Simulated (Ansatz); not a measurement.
Migration barriers of interstitials in nitrides: PBE bands (Ansatz, a quantum-chemistry and plane-wave program, plane waves to 420 eV, PAW, climbing-image NEB) beside the CHGNet universal potential on its own band (it has no charge state). Forward barriers of single hops from the lowest site run, static nuclei, no finite-size correction. The rows are a random draw from the bands that converged and passed our checks of state and shape. Saddle orders were checked for a part of the study's bands only and are not shown. Charge states are imposed.

| Defect | Route | Hop (Å), direction in the unit cell | End over start, densest mesh run (eV) | Cell and PBE mesh | CHGNet k-points | PBE (eV) |
|---|---|---|---|---|---|---|
| interstitial O in wurtzite GaN, charge -2 | O moves farthest | 3.22 along (1.00, 1.00, 0.00) | 0.00 | 72 sites, one k-point at (0.125, 0.250, 0.250) | none | 2.13 |
| interstitial O in wurtzite GaN, charge -2 | O moves farthest | 2.60 along (0.00, 0.00, -0.50) | 0.00 | 72 sites, one k-point at (0.125, 0.250, 0.250) | none | 1.86 |
| interstitial Cu in wurtzite GaN, charge +1 | Cu moves farthest | 1.76 along (0.00, 0.52, -0.10) | 0.52 | 72 sites, one k-point at (0.125, 0.250, 0.250) | none | 0.60 |
| interstitial Zn in zinc-blende GaN, charge +2 | Zn moves farthest | 3.21 along (0.50, 0.00, -0.50) | 0.00 | 64 sites, one k-point at (0.250, 0.250, 0.250) | none | 1.44 |
| interstitial Ga in wurtzite GaN, charge +3 | Ga moves farthest | 2.61 along (0.00, -0.01, 0.50) | 0.00 | 72 sites, one k-point at (0.125, 0.250, 0.250) | none | 1.44 |
| interstitial Zn in wurtzite GaN, charge +2 | Zn moves farthest | 2.61 along (0.00, 0.00, -0.50) | 0.00 | 72 sites, one k-point at (0.125, 0.250, 0.250) | none | 1.27 |
| interstitial Na in wurtzite GaN, charge +1 | Na moves farthest | 2.62 along (0.00, 0.00, 0.50) | 0.00 | 72 sites, one k-point at (0.125, 0.250, 0.250) | none | 2.40 |
| interstitial Mg in wurtzite AlN, charge +2 | Mg moves farthest | 1.89 along (0.62, 0.25, 0.16) | 1.03 | 72 sites, Γ | none | 2.00 |

Question: What does CHGNet give for each row, and how does it differ from PBE over these rows?

Answer: In the order of the rows: 1.00, 1.01, 0.55, 0.93, 0.77, 0.89, 1.58, 0.97 eV. Against PBE it lies higher in 0 of 8 rows and lower in 7 (differences over 0.07 eV). The mean difference is -0.68 eV (median -0.74) and the mean size 0.68 eV; the largest, -1.13 eV, is in row 1.
